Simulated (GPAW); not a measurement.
GPAW run on Rb2CuBiI6 (Fm-3m, 10 atoms in the cell): self-consistent single point

Computed with PBEsol, GPAW PAW datasets PBEsol (made by gpaw-setup) (plane waves; GPAW 25.7.0).

Input:

```python
from ase import Atoms
from ase.units import GPa
from gpaw import GPAW, PW, FermiDirac

atoms = Atoms(['Rb', 'Rb', 'Cu', 'Bi', 'I', 'I', 'I', 'I', 'I', 'I'],
              cell=[[0.000000, 5.945575, 5.945575],
                    [5.945575, 0.000000, 5.945575],
                    [5.945575, 5.945575, 0.000000]],
              scaled_positions=[[0.750000, 0.750000, 0.750000],
                                [0.250000, 0.250000, 0.250000],
                                [0.500000, 0.500000, 0.500000],
                                [0.000000, 0.000000, 0.000000],
                                [0.739360, 0.260640, 0.260640],
                                [0.260640, 0.739360, 0.739360],
                                [0.260640, 0.739360, 0.260640],
                                [0.739360, 0.260640, 0.739360],
                                [0.260640, 0.260640, 0.739360],
                                [0.739360, 0.739360, 0.260640]],
              pbc=True)

calc = GPAW(mode=PW(850),
            xc='PBEsol',
            kpts={'size': (4, 4, 4), 'gamma': True},
            occupations=FermiDirac(0.05),
            nbands=-4,
            convergence={'forces': 0.001, 'bands': -2},
            symmetry={'symmorphic': False, 'tolerance': 0.0005},
            maxiter=120,
            txt='-')

atoms.calc = calc

energy = atoms.get_potential_energy()
print('Energy (eV):', round(energy, 6))
forces = atoms.get_forces()
print('Forces (eV/Ang):')
print(forces.round(5))
stress = atoms.get_stress()
print('Stress (GPa, Voigt):', (stress / GPa).round(4))
```

The program printed (abridged):

```
Input parameters:
  convergence: {bands: -2,
                forces: 0.001}
  kpts: {gamma: True,
         size: (4, 4, 4)}
  maxiter: 120
  mode: {ecut: 850.0,
         name: pw}
  nbands: -4
  occupations: {fixmagmom: False,
                name: fermi-dirac,
                width: 0.05}
  symmetry: {symmorphic: False,
             tolerance: 0.0005}
  xc: PBEsol

species:
  Rb:
    name: Rubidium
    Z: 37.0
    valence: 9
    core: 28
    charge: 0.0
    file: Rb.PBEsol.gz

    # Using partial waves for Rb as LCAO basis

  Cu:
    name: Copper
    Z: 29.0
    valence: 11
    core: 18
    charge: 0.0
    file: Cu.PBEsol.gz

    # Using partial waves for Cu as LCAO basis

  Bi:
    name: Bismuth
    Z: 83.0
    valence: 15
    core: 68
    charge: 0.0
    file: Bi.PBEsol.gz

    # Using partial waves for Bi as LCAO basis

  I:
    name: Iodine
    Z: 53.0
    valence: 7
    core: 46
    charge: 0.0
    file: I.PBEsol.gz

    # Using partial waves for I as LCAO basis

Reference energy: -1952544.241856  # eV

Spin-paired calculation

Convergence criteria:
 Maximum [total energy] change in last 3 cyles: 0.0005 eV / valence electron
 Maximum integral of absolute [dens]ity change: 0.0001 electrons / valence electron
 Maximum integral of absolute [eigenst]ate change: 4e-08 eV^2 / valence electron
 Maximum change in the atomic [forces] across last 2 cycles: 0.001 eV/Ang OR
Maximum error relative to the maximum force is below inf
 Maximum number of scf [iter]ations: 120

Symmetries present (total): 48
Symmetries with fractional translations: 0
64 k-points: 4 x 4 x 4 Monkhorst-Pack grid + [1/8,1/8,1/8]
8 k-points in the irreducible part of the Brillouin zone
       k-points in crystal coordinates                weights
   0:     0.00000000    0.00000000    0.00000000          1/64
   1:     0.25000000    0.25000000    0.00000000          6/64
   2:     0.25000000    0.25000000    0.25000000          8/64
   3:     0.50000000    0.25000000   -0.25000000          6/64
   4:     0.50000000    0.25000000    0.25000000         12/64
   5:     0.50000000    0.50000000    0.00000000          3/64
   6:     0.50000000    0.50000000    0.25000000         24/64
   7:     0.50000000    0.50000000    0.50000000          4/64

Wave functions: Plane wave expansion
  Cutoff energy: 850.000 eV
  Number of coefficients (min, max): 23505, 23690
  Pulay-stress correction: 0.000000 eV/Ang^3 (de/decut=0.000000)

Occupation numbers: Fermi-Dirac:
  width: 0.0500  # eV

Eigensolver

Densities:
  Coarse grid: 60*60*60 grid
  Fine grid: 120*120*120 grid
  Total Charge: 0.000000

Density mixing:
  Method: separate
  Backend: pulay
  Linear mixing parameter: 0.05
  old densities: 5
  Damping of long wavelength oscillations: 50

Hamiltonian:
  XC and Coulomb potentials evaluated on a 120*120*120 grid
  External potential:
    NoExternalPotential

XC parameters: PBEsol with 2 nearest neighbor stencil

Number of atoms: 10
Number of atomic orbitals: 52
Number of bands in calculation: 47
Number of valence electrons: 86
Bands to converge: 45

Density initialized from atomic densities
  47 bands from LCAO basis set

Atomic positions and initial magnetic moments

Positions:
   0 Rb     8.918363    8.918363    8.918363    ( 0.0000,  0.0000,  0.0000)
   1 Rb     2.972787    2.972787    2.972787    ( 0.0000,  0.0000,  0.0000)
   2 Cu     5.945575    5.945575    5.945575    ( 0.0000,  0.0000,  0.0000)
   3 Bi     0.000000    0.000000    0.000000    ( 0.0000,  0.0000,  0.0000)
   4 I      3.099309    5.945575    5.945575    ( 0.0000,  0.0000,  0.0000)
   5 I      8.791841    5.945575    5.945575    ( 0.0000,  0.0000,  0.0000)
   6 I      5.945575    3.099309    5.945575    ( 0.0000,  0.0000,  0.0000)
   7 I      5.945575    8.791841    5.945575    ( 0.0000,  0.0000,  0.0000)
   8 I      5.945575    5.945575    3.099309    ( 0.0000,  0.0000,  0.0000)
   9 I      5.945575    5.945575    8.791841    ( 0.0000,  0.0000,  0.0000)

Unit cell:
           periodic     x           y           z      points  spacing
  1. axis:    yes    0.000000    5.945575    5.945575    60     0.1144
  2. axis:    yes    5.945575    0.000000    5.945575    60     0.1144
  3. axis:    yes    5.945575    5.945575    0.000000    60     0.1144

  Lengths:   8.408313   8.408313   8.408313
  Angles:   60.000000  60.000000  60.000000

Effective grid spacing dv^(1/3) = 0.1248

     iter     time        total  log10-change:
                         energy   eigst   dens  force
iter:   1 --:--:--   -30.297547   -0.18
iter:   2 --:--:--   -29.930435   -1.71  -1.38
iter:   3 --:--:--   -29.369477   -1.49  -1.42
iter:   4 --:--:--   -29.365245   -1.57  -1.54
iter:   5 --:--:--   -29.188875   -1.94  -1.72
iter:   6 --:--:--   -30.211008   -1.15  -1.78
iter:   7 --:--:--   -29.202070   -1.54  -1.79
iter:   8 --:--:--   -29.386877   -1.43  -2.23
iter:   9 --:--:--   -29.214900   -2.20  -2.21
iter:  10 --:--:--   -29.189711   -2.86  -2.28
iter:  11 --:--:--   -29.230008c  -2.79  -2.35
iter:  12 --:--:--   -29.267629   -1.91  -2.54
iter:  13 --:--:--   -29.177809   -2.60  -2.46
iter:  14 --:--:--   -29.172936   -2.90  -2.82
iter:  15 --:--:--   -29.171432c  -5.05  -2.83
iter:  16 --:--:--   -29.178345c  -3.00  -2.85
iter:  17 --:--:--   -29.184855c  -2.45  -2.84
iter:  18 --:--:--   -29.170815c  -2.84  -2.93
iter:  19 --:--:--   -29.170985c  -5.03  -3.48
iter:  20 --:--:--   -29.170834c  -5.05  -3.41
iter:  21 --:--:--   -29.170848c  -5.68  -3.47
iter:  22 --:--:--   -29.170887c  -5.94  -3.54
iter:  23 --:--:--   -29.170821c  -6.51  -3.56
iter:  24 --:--:--   -29.170800c  -5.59  -3.68
iter:  25 --:--:--   -29.170813c  -5.82  -3.73
iter:  26 --:--:--   -29.170798c  -7.03  -4.06c
iter:  27 --:--:--   -29.170800c  -7.79c -4.26c
iter:  28 --:--:--   -29.170804c  -7.70c -4.35c -3.30c

Converged after 28 iterations.

Dipole moment: (-0.000000, -0.000000, 0.000000) |e|*Ang

Energy contributions relative to reference atoms: (reference = -1952544.241856)

Kinetic:        +34.513255
Potential:      -35.785288
External:        +0.000000
XC:             -26.375637
Entropy (-ST):   -0.003620
Local:           -1.521324
SIC:             +0.000000
--------------------------
Free energy:    -29.172614
Extrapolated:   -29.170804

Showing only first 2 kpts
 Kpt  Band  Eigenvalues  Occupancy
  0    41      2.29952    1.99916
  0    42      2.29952    1.99916
  0    43      3.94367    0.00000
  0    44      3.94367    0.00000

  1    41      1.87844    2.00000
  1    42      2.29487    1.99923
  1    43      4.19622    0.00000
  1    44      4.19622    0.00000

Fermi level: 2.68821

Gap: 0.270 eV
Transition (v -> c):
  (s=0, k=5, n=42, [0.50, 0.50, 0.00]) -> (s=0, k=7, n=43, [0.50, 0.50, 0.50])
Direct/indirect transitions are different
Direct gap: 1.038 eV
Transition at: (s=0, k=7, n=42, [0.50, 0.50, 0.50])
Energy (eV): -29.170804

Forces in eV/Ang:
  0 Rb   -0.00000    0.00000    0.00000
  1 Rb    0.00000   -0.00000   -0.00000
  2 Cu   -0.00000    0.00000    0.00000
  3 Bi   -0.00000    0.00000    0.00000
  4 I     0.02141   -0.00000    0.00000
  5 I    -0.02141   -0.00000   -0.00000
  6 I    -0.00000    0.02141   -0.00000
  7 I     0.00000   -0.02141   -0.00000
  8 I    -0.00000    0.00000    0.02141
  9 I     0.00000   -0.00000   -0.02141

Stress tensor:
     0.007581     0.000000     0.000000
     0.000000     0.007581    -0.000000
     0.000000    -0.000000     0.007581
Stress (GPa, Voigt): [ 1.2146  1.2146  1.2146 -0.      0.      0.    ]
```

The run converged in 28 iterations. GPAW prints stress with tension positive.

The starting cell comes from a database of computed structures (which also holds hypothetical and non-ambient phases and stackings), without a prior relaxation at this level. Spin-orbit coupling is off. Spin polarisation is off.

Cost on one core of a shared machine: roughly 6 min.
